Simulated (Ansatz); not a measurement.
Base system: AlN in the zinc blende structure (space group F-43m, No. 216; a = 4.370 Å). Axes: x, y, z lie along the cube axes.

Computed with r2SCAN, PAW, 500 eV (Ansatz, a quantum-chemistry and plane-wave program; scalar-relativistic without spin-orbit coupling).

Base values:

| Property | Value |
|---|---|
| Valley order | X along ⟨100⟩ 3.94 eV; Γ 4.84 eV |

Modification: tensor shear ε_xy = +2.00 % (engineering shear γ = 0.0400); the atoms relax in the strained cell.

What does the calculation give for the valence-band top at Γ, largest internal atomic displacement and valley order after the change?

The valence-band top at Γ (three highest levels, from the VBM) is 0.00, -0.19, -0.34 eV; the largest internal atomic displacement comes out as 0.011 Å; the valley order (the lowest conduction-band minima on the path, energy above the VBM, named in the base's zone) goes from X along ⟨100⟩ 3.94 eV; Γ 4.84 eV to X along [001] 3.72 eV; X along [010] 3.75 eV; Γ 4.63 eV.

The levels and masses belong to the bands next to the band gap. No phonon test of stability was made. This is not the structure that AlN has at room temperature and ambient pressure.
